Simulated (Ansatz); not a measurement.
# Ga₂O₃ (Cmcm, No. 63, 10 atoms in the cell; start mp-13134; a measured phase of this formula has another space group)

All values below come from r²SCAN (Ansatz, a quantum-chemistry and plane-wave program, plane waves, PAW).

Numerical settings: plane-wave cutoff 560 eV, 12×12×6 k mesh (along the axes of the cell as run), Fermi–Dirac smearing 0.01 eV, scalar-relativistic PAW data made under PBE.

Cell (relaxed at this level):

```cif
data_Ga8O12
_chemical_formula_sum 'Ga8 O12'
_space_group_name_H-M_alt 'Cmcm'
_space_group_IT_number 63
_space_group_name_Hall '-C 2c 2'
_cell_length_a 2.77336
_cell_length_b 9.23961
_cell_length_c 7.19716
_cell_angle_alpha 90.000
_cell_angle_beta 90.000
_cell_angle_gamma 90.000
loop_
_atom_site_label
_atom_site_type_symbol
_atom_site_symmetry_multiplicity
_atom_site_Wyckoff_symbol
_atom_site_fract_x
_atom_site_fract_y
_atom_site_fract_z
_atom_site_occupancy
Ga1 Ga 4 c 0.00000 0.24698 0.25000 1
Ga2 Ga 4 a 0.00000 0.00000 0.00000 1
O1 O 8 f 0.00000 0.63672 0.07606 1
O2 O 4 c 0.00000 0.10680 0.75000 1
```
(The calculation used a cell of 10 atoms; values per cell refer to that cell.)

```json
{
 "band_gap": "2.31 eV (indirect)",
 "smallest_direct_gap_on_the_k_points_sampled": "2.34 eV"
}
```

Spin–orbit coupling is not included.

Static lattice: no zero-point or thermal effects.

A start named mp-… is a Materials Project structure, which need not be a measured phase.
